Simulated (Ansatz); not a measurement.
Base system: AlAs in the zinc blende structure (space group F-43m, No. 216; a = 5.674 Å).

Perturbation: a fraction x = 0.667 of the Al sites is given to Ga, ordered in a cell of 6 atoms (starting symmetry Imm2) and fully relaxed.

The other end (x = 1) is GaAs in the zinc blende structure (space group F-43m, No. 216): 22.66 Å³/atom, gap 0.42 eV.

Levels (all Ansatz, an electronic-structure program, PAW, earlier PAW set): PBEsol (420 eV, without spin-orbit coupling); HSE06 (420 eV, no spin-orbit coupling); PBEsol+SOC (420 eV, with spin-orbit coupling).

One geometry, relaxed with PBEsol, under each level:

The valence-band top lists the three highest levels at Γ (Kramers pairs under SOC), from the VBM.

```csv
level,band gap,valence-band top at Γ,electron mass,pressure
PBEsol,0.89 eV,"0.00, 0.00, -0.01 eV","0.053 mₑ along a, 0.056 mₑ along b, 0.056 mₑ along c (at Γ)",0.00 GPa
HSE06,1.85 eV,–,–,–
PBEsol+SOC,0.79 eV,"0.00, -0.01, -0.33 eV","0.052 mₑ along a, 0.055 mₑ along b, 0.055 mₑ along c (at Γ)",-0.01 GPa
```

Single points use the geometry relaxed with PBEsol. Differences between runs with and without spin-orbit coupling are approximate. These are small ordered cells, not random alloys; other orderings at the same x differ. Masses are band curvatures over ±0.01 Å⁻¹ around the edge. Whether these cells are dynamically stable was not tested.
